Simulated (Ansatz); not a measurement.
Start from HfO$_{2}$ in the fluorite structure (space group Fm-3m, No. 225; a = 5.0585 Å). Axes: x, y, z lie along the cube axes.

All numbers come from Ansatz (a first-principles code), r2SCAN, PAW, cutoff 500 eV, without spin-orbit coupling.

Base values:

| Item | Value |
|---|---|
| Smallest direct gap | 4.30 eV |
| Electron mass | 1.1 mₑ along k, 0.76 mₑ across (at X) |

Perturbation: uniaxial strain ε_xx = −4.68 %, all other strain components held at zero, atoms relaxed at fixed cell.

Task: Estimate the effect on the smallest direct gap.

Result: The smallest direct gap drops by 0.30 eV, from 4.30 eV to 4.00 eV.

Task: How does this affect the electron mass?

Result: The electron mass changes from 1.1 mₑ along k, 0.76 mₑ across (at X) to 1.6 mₑ along x, 0.53 mₑ across (at Γ).

With Hf present, leaving out spin-orbit coupling can change the band edges. Masses are band curvatures over ±0.01 Å⁻¹ around the edge. Along k means along the line from Γ to the band edge. Stability against distortions was not tested. This is not the structure that HfO2 has at room temperature and ambient pressure.
